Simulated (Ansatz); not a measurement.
B interstitial (fcc Ir host)

Computed with PBE, PAW (plane waves to 420 eV; Ansatz, a quantum-chemistry and plane-wave program). Details: 32-site cell; 6×6×6 shifted k-points; start: void with 6Ir nearest; no spin–orbit coupling; energies good to tenths of an eV; the relaxation kept the symmetry of the starting site; relaxed from one start, so a lower configuration may exist.

Neighbours after relaxation, in Å: of the B atom: Ir 2.06, Ir 2.06, Ir 2.06, Ir 2.06, Ir 2.06, Ir 2.06.

Formation energies E_f are those of the neutral cell. Chemical conditions: host crystal and elements as references (Δμ(B) = 0.00 eV; B taken from its element, since no compound that bounds it was computed at this level; only phases computed here count, gases as isolated molecules at 0 K). Reference phases: B: alpha boron.

The name describes the start; the neighbours show where the added atom ended.

```
charge         moment (μB)  point group  largest move off a lattice site (Å)  E_f, host crystal and elements as references (eV)
------  ------------------  -----------  -----------------------------------  -------------------------------------------------
0       not spin-polarised           Oh                                 0.12                                               0.84
```

Point groups are those of the whole cell at tolerances of 0.03 and 0.1 Å ("near" where only the looser one holds); none is given for unsettled states.
